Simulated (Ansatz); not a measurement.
Take BN in the zinc blende structure (space group F-43m, No. 216; a = 3.625 Å) as the base.

Calculations: PBE (Ansatz, a quantum-chemistry and plane-wave program; PAW; 420 eV plane waves; no SOC).

For the base:

```
Quantity                                Value
----------------------------  ---------------
Gap between the host's bands          4.46 eV
Gap character                 indirect, Γ → X
```

The change: hole doping at 5.0×10^21 cm⁻³ (0.0595 per cell), with a uniform compensating background at fixed cell and a 300 K Fermi–Dirac width.

**Question.** What happens to the gap between the host's bands, Fermi level from band edge and gap character?

**Answer.** The gap between the host's bands grows by 0.103 eV (4.46 eV → 4.57 eV); the Fermi level relative to the doped band's edge (positive inside the band; to 0.05 eV) amounts to +0.45 eV; the gap character remains indirect, Γ → X.

Carriers are added with a uniform compensating background; total energy and stress of such cells depend on the potential's zero and are not compared; many-body gap narrowing is missing at this level. Gaps are read on the SCF mesh and a high-symmetry path. No phonon test of stability was made.
